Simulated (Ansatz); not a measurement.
OH on the 1x1 (111) surface of fcc Rh, one in a 2x2 cell, energies for each (25.4 Å²). Energies are against H2O(g) − ½ H2(g), without zero-point or thermal terms; each row is named by its start.

Method: PBE (plane waves to 420 eV, PAW; Ansatz, a first-principles code).

Model: 18-atom slab, 6.5 Å thick at the start under the adsorbate (thin: gaps and levels are the slab's own), 6x6x1 mesh, Fermi-Dirac 0.1 eV, dipole correction, 8 atoms held, the rest relaxed; each run with such symmetry as its start has; spin where the adsorbate may keep a moment, no spin-orbit, no U, no dispersion correction.

A negative adsorption energy means that the adsorbate is more stable on the surface than in its reference. Starts that drift may end in the same place. Heights count from the host atoms within 0.3 Å of the top one.

| starting site | E_ads (eV) | height (Å) | nearest host atom (Å) | bonded to | Δ work function (eV) | lateral drift (Å) | moment (μB) |
|---|---|---|---|---|---|---|---|
| top Rh | 0.55 | [?] | Rh 1.96 | Rh | 0.17 | 0.2 | 0.0 |
| hollow Rh-Rh-Rh over Rh at depth 2.2 Å | 0.27 | 1.69 | Rh 2.12 | 2 Rh | -0.42 | 0.8 | – |
| hollow Rh-Rh-Rh over Rh at depth 4.4 Å | 0.28 | 1.48 | Rh 2.16 | 3 Rh | -1.67 | 0.0 | – |
| bridge Rh-Rh (span 2.7 Å) | 0.27 | 1.69 | Rh 2.12 | 2 Rh | -0.43 | 0.0 | – |

Q: What belongs in the gaps?

A: 
- top Rh, height (Å): 2.03
